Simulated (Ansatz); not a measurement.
Take NaCdI$_{3}$ in the cubic perovskite structure (space group Pm-3m, No. 221; a = 5.9623 Å; a hypothetical phase, not in the database extracts checked) as the base.

(Cell as relaxed with PBE.)

Levels (all Ansatz, a program for electronic structure, PAW): PBE (420 eV, spin-orbit coupling left out); PBEsol (420 eV, without spin-orbit coupling).

Each level relaxes its own structure.

```json
[
 {"quantity": "volume per atom", "PBE": "42.39 Å³", "PBEsol": "39.78 Å³"},
 {"quantity": "lattice parameter a", "PBE": "5.962 Å", "PBEsol": "5.837 Å"},
 {"quantity": "band gap", "PBE": "zero", "PBEsol": "zero"}
]
```

PBE's volume per atom lies 2.61 Å³ above PBEsol's (6.6 %); PBE's lattice parameter a lies 0.125 Å above PBEsol's (2.1 %); the two agree on the band gap. Neither level is exact; PBEsol is the comparison here, not a measurement.

With I present, leaving out spin-orbit coupling can change the band edges. Stability against distortions was not tested. All final runs are without spin polarisation. Many cubic perovskites are stable only at high temperature; tilts and polar distortions were not tested. The zero or small gap of NaCdI3 can change with the level of theory.
